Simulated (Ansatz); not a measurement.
For HfO2 (model structure, started from the 3R-MoS2 type, R3m, No. 160, 3 atoms in the cell), PBE-D3(BJ) (Ansatz, a program for electronic structure, plane waves, PAW) gives:

```
Quantity                              Result
------------------------------  ------------
equilibrium lattice constant a       3.111 Å
lattice parameter c                 14.462 Å
cohesive energy                 7.09 eV/atom
```

What does r²SCAN (plane waves, PAW; Ansatz) give for the same quantities?


- lattice constant a: 3.100 Å (decreases by 0.4 %)
- lattice parameter c: 14.843 Å (goes up by 2.6 %)
- cohesive energy: 6.94 eV/atom (drops by 0.15 eV/atom)

Changes are worked out from the printed values.

Unless a cell is named, each level is at its own relaxed cell (PBE-D3(BJ) 13.47, r²SCAN 13.73 Å³/atom).

Levels without +SOC leave out spin–orbit coupling, which shifts energies and cells of such heavy elements.

Ansatz's density-functional and Hartree–Fock values are scalar-relativistic unless marked +SOC, with PAW data made under PBE.

A model structure was made by putting elements into a prototype or built by hand; it is no filed structure, need not be a known phase, and can be a saddle point held by its symmetry.
